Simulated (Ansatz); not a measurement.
System: Li3SI (model structure, started from the Li3OCl type, Pm-3m, No. 221, 5 atoms in the cell). Method: G0W0@PBEsol (plane waves, hard PAW, contour deformation, complete-basis limit; Ansatz, a first-principles code).

Settings: largest k mesh 6×6×6 (not extrapolated in the mesh).

Cell (relaxed with PBEsol):

```cif
data_ILi3S
_chemical_formula_sum 'Li3 I1 S1'
_space_group_name_H-M_alt 'P 1'
_space_group_IT_number 1
_cell_length_a 4.67840
_cell_length_b 4.67840
_cell_length_c 4.67840
_cell_angle_alpha 90.000
_cell_angle_beta 90.000
_cell_angle_gamma 90.000
loop_
_space_group_symop_operation_xyz
  'x, y, z'
loop_
_atom_site_label
_atom_site_type_symbol
_atom_site_fract_x
_atom_site_fract_y
_atom_site_fract_z
_atom_site_occupancy
Li1 Li 0.00000 0.50000 0.50000 1
Li2 Li 0.50000 0.00000 0.50000 1
Li3 Li 0.50000 0.50000 0.00000 1
I1 I 0.00000 0.00000 0.00000 1
S1 S 0.50000 0.50000 0.50000 1
```

Question: Estimate the band gap that the calculation returns.

Answer: 
band gap: 5.14 eV

Note: the relaxation could raise the start's symmetry but not lower it, so the cell can be a saddle point; the gap holds a correction of +0.20 eV to the complete basis.

Spin–orbit coupling is not included.

The computed numbers hold no vibrational or temperature effects.

A model structure was made by putting elements into a prototype or built by hand; it is no filed structure, need not be a known phase, and can be a saddle point held by its symmetry.
